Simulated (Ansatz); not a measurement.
# TiPd (space group Pmma, No. 51; a cell from a computed database, its experimental status unchecked)

```
TiPd
1.0
    4.52964     0.00000     0.00000
    0.00000     2.75617     0.00000
    0.00000     0.00000     4.83586
Ti Pd
2 2
Direct
  0.25000   0.00000   0.70099
  0.75000   0.00000   0.29901
  0.25000   0.50000   0.18648
  0.75000   0.50000   0.81352
```

Method: PBEsol/PAW in Ansatz (a quantum-chemistry and plane-wave program), without spin-orbit coupling. Settings: 10×17×10 k-points, 0.05 eV Fermi–Dirac smearing.

| Quantity | Result |
|---|---|
| Volume per atom | 15.09 Å³ |
| Density | 8.49 g/cm³ |
| Band gap | zero |
| Total energy | -4690.845 eV/atom (σ→0; compares only within this code and set-up) |

Whether these cells are dynamically stable was not tested. All final runs are without spin polarisation.
